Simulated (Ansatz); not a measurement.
CdSe under a change: tensor shear ε_xz = +1.00 %

Consider CdSe in the wurtzite structure (space group P6_3mc, No. 186; a = 4.248 Å, c = 6.941 Å). Axes: x lies along a and z along c of the hexagonal cell.

Now apply this change: a pure shear with ε_xz = ε_zx = 0.0100; the atoms relax in the strained cell.

All numbers come from LDA, PAW, 420 eV (Ansatz, an electronic-structure program; without spin-orbit coupling). k-mesh 9×9×5 (Γ-centred); smearing 0.05 eV (Fermi–Dirac).

```csv
quantity,base,changed,shift
volume per atom,27.11 Å³,27.11 Å³,0.00 Å³
space group,P6_3mc (No. 186),Cc (No. 9),–
shortest interatomic distance,2.600 Å,2.599 Å,-0.001 Å
energy relative to the base (free energy F),0 meV/atom,+0.5 meV/atom,+0.5 meV/atom
"pressure (mean of the normal stresses, compression positive)",0.0 kbar,0.0 kbar,0.0 kbar
band gap (an upper bound: an edge found on the path is not a true extremum; the changed cell),0.46 eV,0.45 eV,-0.016 eV
"stress (xx, yy, zz, yz, xz, xy; compression positive)",–,"(-0.01, 0.00, 0.00, 0.00, -0.27, 0.00) GPa",–
```

Final structure:

```xyz
4
Lattice="4.2475 0.0000 0.0425 -2.1238 3.6785 -0.0212 0.0694 0.0000 6.9410" Properties=species:S:1:pos:R:3 pbc="T T T"
Cd    -0.0077     2.4519     0.0023
Cd     2.1508     1.2266     3.4940
Se     0.0338     2.4529     2.6076
Se     2.1923     1.2256     6.0993
```

No phonon test of stability was made.
